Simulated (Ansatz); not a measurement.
Formation energy of the localised charge states of V_Al+O_N+O_N+O_N in wurtzite AlN (start: the Al site; N 1.90 Å away; N 1.90 Å away; N 1.90 Å away; 96-site cell, 2×2×2 shifted sampling) against the Fermi level, Al-rich (Δμ(Al) = 0.00 eV, Δμ(N) = -2.74 eV, Δμ(O) = -4.96 eV, bounded by corundum; only phases computed here count, gases as isolated molecules at 0 K). All values below come from PBE, PAW (plane waves to 420 eV; Ansatz, a quantum-chemistry and plane-wave program).

Charges with a result: +1, 0, −1. Others weren't obtained, and one of them could lie lower, also by skipping a charge.

Set-up: 96-site cell; 2×2×2 shifted k-points; host gap 4.03 eV; charged states image-corrected; finite-size errors of tenths of an eV; flagged in the runs: a host whose relaxation on this sampling wasn't shown to rest, a strain field that reaches the edge of the cell.

Left out: charge −1 (carrier in host band states).

```csv
E_F − E_VBM (eV),q = +1,q = 0
0.00,0.60,1.15
0.50,1.11,1.15
1.01,1.61,1.15
1.51,2.12,1.15
2.02,2.62,1.15
2.52,3.12,1.15
3.03,3.63,1.15
3.53,4.13,1.15
4.03,4.64,1.15
```

Crossings of the lowest lines: (+1/0) at 0.54 eV.
